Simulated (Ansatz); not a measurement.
The parent structure is TiC in the rock salt structure (space group Fm-3m, No. 225; a = 4.333 Å; relaxed with 0.1 eV smearing).

The values are results of Ansatz (a quantum-chemistry and plane-wave program), PBE, PAW, cutoff 420 eV, without spin-orbit coupling, earlier PAW set, not measurements.

For the base:

Pressure: 0.0 GPa
Band gap: zero

It is then changed as follows: the cell is scaled by 0.9424 in all directions, atoms relaxed at fixed cell.

Task: What does the calculation give for the energy relative to the base, pressure and band gap after the change?

Result: The energy goes up by 0.283 eV/atom; the pressure goes from zero to 63.5 GPa; the band gap is still zero.

The cells carry an imposed strain or load. Whether these cells are dynamically stable was not tested. All final runs are without spin polarisation.
